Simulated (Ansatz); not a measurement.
Functionals compared on SiH3 on the 1x1 (111) surface of fcc Cu, one in a 2x2 cell, started at the site 'hollow Cu-Cu-Cu over Cu at depth 4.1 Å', in Ansatz (plane waves, PAW). The structure was relaxed with PBE; the other rows are single points on it, each with its references at the same level. Cutoff 420 eV (500 eV for r2SCAN).

Slab: 20 atoms, 6.2 Å thick at the start under the adsorbate (thin: gaps and levels are the slab's own); k 6x6x1, smearing 0.1 eV, dipole-corrected; 8 atoms held, the rest relaxed; symmetry of the start imposed; spin-polarised, no spin-orbit, no U, no dispersion correction. The starting moment vanished. At the end it is bonded to 3 Cu. In PBE it is, or lies within 0.03 eV of, the lowest of the starts that converged. These notes are the PBE run's. r2SCAN: The program's check for a lower electronic state was not made. Adsorption energies are against SiH4(g) − ½ H2(g). A negative adsorption energy means that the adsorbate is more stable on the surface than in its reference.

| functional | adsorption energy (eV) | work function of the top face (eV) | change of the work function (eV) | magnetic moment of the cell (μB) | rough cost of the single point |
|---|---|---|---|---|---|
| PBE | -0.31 | 4.77 | 0.00 | 0.00 | – |
| RPBE | -0.01 | 4.69 | 0.09 | 0.00 | roughly 4 core-minutes |
| r2SCAN | -0.49 | 4.82 | 0.01 | 0.00 | around 7 core-minutes (rough) |

Ansatz is a program for electronic structure.
